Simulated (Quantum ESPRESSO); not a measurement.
One base run on AgAsS (Pnma, 12 atoms in the cell) and variants with one or two settings moved

```yaml
crystal:
  lattice:
    - [12.35063, 0.00000, 0.00000]
    - [0.00000, 4.04438, 0.00000]
    - [0.00000, 0.00000, 6.19879]
  atoms:
    - { symbol: Ag, position: [0.83154, 0.25000, 0.93409] }
    - { symbol: Ag, position: [0.16846, 0.75000, 0.06591] }
    - { symbol: Ag, position: [0.66846, 0.75000, 0.43409] }
    - { symbol: Ag, position: [0.33154, 0.25000, 0.56591] }
    - { symbol: As, position: [0.48883, 0.25000, 0.86465] }
    - { symbol: As, position: [0.51117, 0.75000, 0.13535] }
    - { symbol: As, position: [0.01117, 0.75000, 0.36465] }
    - { symbol: As, position: [0.98883, 0.25000, 0.63535] }
    - { symbol: S, position: [0.15583, 0.25000, 0.79735] }
    - { symbol: S, position: [0.84417, 0.75000, 0.20265] }
    - { symbol: S, position: [0.34417, 0.75000, 0.29735] }
    - { symbol: S, position: [0.65583, 0.25000, 0.70265] }
```

Base run A: PBEsol, GBRV 1.5 ultrasoft (PBESOL) pseudopotentials (Quantum ESPRESSO), self-consistent single point.

Its settings: ecutwfc = 40 Ry; ecutrho = 320 Ry; occupations = smearing; smearing = fd; degauss = 0.0073499 Ry; potentials = {Ag: ag_pbesol_v1.4.uspp.F.UPF, As: as_pbesol_v1.uspp.F.UPF, S: s_pbesol_v1.4.uspp.F.UPF}; K_POINTS = automatic 2 7 5 0 0 0; conv_thr = 1e-11 Ry; mixing_beta = 0.4.

The starting cell comes from a database of computed structures (which also holds hypothetical and non-ambient phases and stackings), without a prior relaxation at this level. Its lattice was rescaled by a random factor within 2.5 % of one. In the base run, with a pressure of about -6 GPa the cell is away from its equilibrium volume at this level. The run gives no clean gap (levels at the Fermi energy touch, overlap or are partly filled at this smearing), which alone does not show that the compound is a metal.

ΔF is the free energy per atom less that of run A. A dash stands where there is no value to compare (another energy zero or no entropy term, no result, no spin, no clean gap, or a mesh too coarse for one). Total energies depend on the potentials, the functional and any Hubbard or dispersion term, so they are compared only between runs that share all of them.

Run A gave: pressure (GPa) -6.11; largest force (eV/Å) 0.293; k-points 24; valence electrons 120.

Runs:
- B: nbnd: default → 64
- C: K_POINTS: automatic 2 7 5 0 0 0 → automatic 3 8 6 1 1 1
- D: degauss: 0.0073499 Ry → 0.0147 Ry
- E: K_POINTS: automatic 2 7 5 0 0 0 → automatic 2 5 3 0 0 0
- F: ecutwfc: 40 Ry → 24 Ry; ecutrho: 320 Ry → 192 Ry
- G: nosym: default → true
- H: diago_david_ndim: default → 3
- I: mixing_beta: 0.4 → 0.9
- J: ecutwfc: 40 Ry → 50 Ry; ecutrho: 320 Ry → 300 Ry; pseudopotentials: {Ag: ag_pbesol_v1.4.uspp.F.UPF, As: as_pbesol_v1.uspp.F.UPF, S: s_pbesol_v1.4.uspp.F.UPF} → {Ag: Ag.pbe-n-rrkjus_psl.1.0.0.UPF, As: As.pbe-n-rrkjus_psl.1.0.0.UPF, S: S.pbe-n-rrkjus_psl.1.0.0.UPF}; input_dft: default → pbesol
- K: conv_thr: 1e-11 Ry → 1e-09 Ry

### Question
What does run D change against A?

### Answer
The free energy falls by 6.1 meV/atom, the pressure hardly changes (-6.11 to -6.10 GPa) and the largest force hardly changes (0.293 to 0.301 eV/Å).

### Question
What does run J change against A?

### Answer
The pressure moves little (-6.11 to -6.07 GPa) and the largest force goes from 0.293 to 0.270 eV/Å.

```tsv
run	ΔF (meV/atom)	pressure (GPa)	largest force (eV/Å)	k-points	valence electrons
A	0.00	-6.11	0.293	24	120
B	0.00	-6.11	0.293	24	120
C	-0.70	-6.12	0.288	24	120
D	-6.1	-6.10	0.301	24	120
E	1.13	-6.08	0.299	12	120
F	820.6	-43.21	0.304	24	120
G	0.00	-6.11	0.293	36	120
H	0.00	-6.11	0.293	24	120
I	0.00	-6.11	0.293	24	120
J	–	-6.07	0.270	24	88
K	0.00	-6.11	0.293	24	120
```
